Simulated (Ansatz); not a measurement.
An Ansatz (a first-principles code) run: TaS2 with a change (uniaxial strain ε_zz = −2.63 %); plane-wave PAW DFT at the PBEsol-D3(BJ) level (Ansatz, 420 eV), without spin-orbit coupling, earlier PAW set.

Input:

Ansatz 0.2 input:
```yaml
crystal:
  lattice:
    - [3.277828257, 0, 0]
    - [-1.6389141285, 2.8386825398, 0]
    - [0, 0, 5.4406651158]
  atoms:
    - { symbol: Ta, position: [0, 0, 0] }
    - { symbol: S, position: [0.3333333333, 0.6666666667, 0.2770857091] }
    - { symbol: S, position: [0.6666666667, 0.3333333333, 0.7229142909] }
basis: { ecutwfc: 420, ecutrho_ratio: 4, xc_grid: 2, fft_grid_basis: typed }
kpoints: { mp_grid: { grid: [20, 20, 11] } }
hamiltonian:
  xc: pbesol
  dispersion: d3bj
  pseudopotentials: { azcp: { folder: ./paw }, kind: paw }
scf: { occupations: { method: fermi_dirac, width: 0.1 }, convergence: { dr2_threshold: 0.0000000003 } }
relax: { f_tol: 0.005, max_steps: 50 }
output: { forces: true, stress: true }
checkpoint: { write: state.ck, write_every: 1000 }
```

Output (explanatory and most iteration lines left out):

```
Relaxation: its limit of steps is 50 (relax.max_steps)
Pseudopotential: Ta, paw, valence charge 13
Pseudopotential: S, paw, valence charge 6
Crystal: 3 atoms, lattice volume = 50.624 Å³
Basis set: ecut = 420 eV, 1003 PW (Γ), exchange–correlation on 48×48×80 points (8 copies of the dense FFT grid, shifted against one another)
Bands: 17, of which v1, the nominal top of the filled ones, is band 13 counted from 1 (12 counted from 0)
Symmetry: 12 space group operations
Space group: P-3m1 (ITA 164), of the structure as read, at distance tolerance 3.7e-5 Å
k-points: 429 of 4400
Functional: x = pbesol(κ = 0.804, μ = 0.12345679012345678), c = pbesol(β = 0.046)
SCF iter   1: F=—  HF=-11583.385620 eV  |F-HF|=—  |Δ(HF+E_count)|=         —  Δρ=6.71e-2  dr2=9.10e0  ethr=3.10e-3  ⟨swp⟩=6.0  Hψ=44352  notcnv=0
SCF iter   2: F=—  HF=-11582.371143 eV  |F-HF|=—  |Δ(HF+E_count)|=    1.01e0  Δρ=3.95e-2  dr2=3.67e0  ethr=3.10e-3  ⟨swp⟩=3.0  Hψ=13438  notcnv=0
SCF 1 converged in 10 iterations: F = -11581.678411 eV  dr2 = 2.80e-11
relax step   1: F+E_penalty+E_count = -11581.67841110 eV  Δ(F+E_penalty+E_count) = +0.000e0 eV  max|allowed force component| = 6.128e-1 eV/Å  Δτ_max = 0.0000 Å  (10 SCF iters, accepted)
Crystal: 3 atoms, lattice volume = 50.624 Å³
SCF iter   1: F=—  HF=-11581.693857 eV  |F-HF|=—  |Δ(HF+E_count)|=         —  Δρ=2.71e-3  dr2=2.82e-3  ethr=1.11e-5  ⟨swp⟩=2.8  Hψ=37389  notcnv=0
SCF iter   2: F=—  HF=-11581.693248 eV  |F-HF|=—  |Δ(HF+E_count)|=   6.10e-4  Δρ=1.62e-3  dr2=1.16e-3  ethr=1.11e-5  ⟨swp⟩=1.0  Hψ=7293  notcnv=0
SCF 2 converged in 9 iterations: F = -11581.692943 eV  dr2 = 1.79e-11
relax step   2: F+E_penalty+E_count = -11581.69294267 eV  Δ(F+E_penalty+E_count) = -1.453e-2 eV  max|allowed force component| = 3.111e-1 eV/Å  Δτ_max = 0.0500 Å  (9 SCF iters, accepted)
Crystal: 3 atoms, lattice volume = 50.624 Å³
SCF iter   1: F=—  HF=-11581.698419 eV  |F-HF|=—  |Δ(HF+E_count)|=         —  Δρ=9.40e-4  dr2=3.45e-4  ethr=1.36e-5  ⟨swp⟩=3.4  Hψ=24701  notcnv=0
SCF iter   2: F=—  HF=-11581.698362 eV  |F-HF|=—  |Δ(HF+E_count)|=   5.70e-5  Δρ=5.62e-4  dr2=1.34e-4  ethr=1.38e-6  ⟨swp⟩=1.5  Hψ=11455  notcnv=0
SCF 3 converged in 8 iterations: F = -11581.698322 eV  dr2 = 1.55e-11
relax step   3: F+E_penalty+E_count = -11581.69832177 eV  Δ(F+E_penalty+E_count) = -5.379e-3 eV  max|allowed force component| = 1.648e-3 eV/Å  Δτ_max = 0.0173 Å  (8 SCF iters, accepted)
SCF converged after 8 iterations
Free energy (F): -11581.698322 eV
Internal energy: -11581.655696 eV  (E = F + TS)
E sigma→0 (E₀):  -11581.677009 eV
Entropy (-TS):   -0.042626 eV (-14.209 meV/atom)
Fermi energy:    12.470651 eV
  E_disp       = -1.284188  (pairwise vdW)
--- Forces (eV/Å), atoms counted from 1 ---
  atom   1  Ta    -0.00000000    -0.00000000     0.00000000
  atom   2  S      0.00000000    -0.00000000     0.00164752
  atom   3  S      0.00000000     0.00000000    -0.00164752
--- Stress (GPa, compression-positive) ---
        0.660183       0.000000      -0.000000
       -0.000000       0.660183       0.000000
        0.000000       0.000000       2.943009
  P = ⅓ Tr σ = 1.4211 GPa (14.211 kbar)
--- Relaxed structure (3 steps of the walk, 3 accepted, 0 SCFs on fresh bases) ---
  atoms:
    - { symbol: Ta, position: [1.9397732952008714e-33, 9.415511148627428e-52, 6.376880175694224e-19] }
    - { symbol: S, position: [0.3333333333333333, 0.6666666666666666, 0.28308658487317817] }
    - { symbol: S, position: [0.6666666666666666, 0.3333333333333333, 0.7169134151268218] }
```

Stability against distortions was not tested. All final runs are without spin polarisation. The cell was made from TaS₂ in the CdI2 type structure (space group P-3m1, No. 164; layered, stacked along the Cartesian z axis) by this change: uniaxial strain ε_zz = −2.63 %.
